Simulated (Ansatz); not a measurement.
The starting structures come from a database of crystals and need not be the phases stable at ambient conditions.

Inside the gap of an insulator the Bloch states are evanescent, with a wavenumber k + iκ along the transport direction.

Input:

```
LaNaC2O6
1.0
    6.50423     0.00000     0.00000
    0.00000     7.28393     0.00000
    0.00000     0.00000     5.21558
Na La C O
2 2 4 12
Direct
  0.98270   0.29740   0.50000
  0.01730   0.79740   0.50000
  0.36770   0.49700   0.00000
  0.63230   0.99700   0.00000
  0.46610   0.82600   0.50000
  0.53390   0.32600   0.50000
  0.08130   0.08260   0.00000
  0.91870   0.58260   0.00000
  0.64100   0.91110   0.50000
  0.35900   0.41110   0.50000
  0.01360   0.54560   0.78820
  0.98640   0.04560   0.21180
  0.01360   0.54560   0.21180
  0.98640   0.04560   0.78820
  0.62120   0.28920   0.71810
  0.37880   0.78920   0.28190
  0.62120   0.28920   0.28190
  0.37880   0.78920   0.71810
  0.26230   0.16020   0.00000
  0.73770   0.66020   0.00000
```

The cell is taken as given; by r2SCAN it stands under a pressure of -4.3 GPa.

Transport runs along the normal of the first two printed cell vectors.

The gap is the functional's own. No spin-orbit coupling. Mid-gap values are those at the computed energy nearest the middle.

Task: State the band gap and the smallest decay constant κ at mid-gap according to Ansatz (an electronic-structure program) with r2SCAN.

Result: Gap 4.63 eV on a 6×4×6 mesh; κ = 0.477 1/Å, at the zone centre.
